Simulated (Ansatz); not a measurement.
Consider HfC in the rock salt structure (space group Fm-3m, No. 225; relaxed with 0.1 eV smearing).

```
CELL_PARAMETERS angstrom
      0.00000     2.32030     2.32030
      2.32030     0.00000     2.32030
      2.32030     2.32030     0.00000
ATOMIC_POSITIONS crystal
  C  0.00000 0.00000 0.00000
  Hf 0.50000 0.50000 0.50000
```

Cartesian axes are those of the cell as printed.

Computed with Ansatz (an electronic-structure program), r2SCAN, PAW, cutoff 500 eV, spin-orbit coupling left out.

For the base:

```
Item                                Value
-----------------------------  ----------
Shortest interatomic distance  4.385 bohr
```

Now apply this change: a pure shear with ε_xy = ε_yx = 0.0317, atoms relaxed at fixed cell.

Task: Estimate the effect on the energy relative to the base.

Result: The energy rises by 29 meV/atom.

Task: What does the calculation give for the stress after the change?

Result: The stress (xx, yy, zz, yz, xz, xy; compression positive) amounts to (0.4, 0.4, -0.1, 0.0, 0.0, -11.8) GPa.

Task: Predict the new shortest interatomic distance.

Result: The shortest interatomic distance remains 4.385 bohr.

The cells carry an imposed strain or load. Whether these cells are dynamically stable was not tested. The final runs are not spin-polarised.
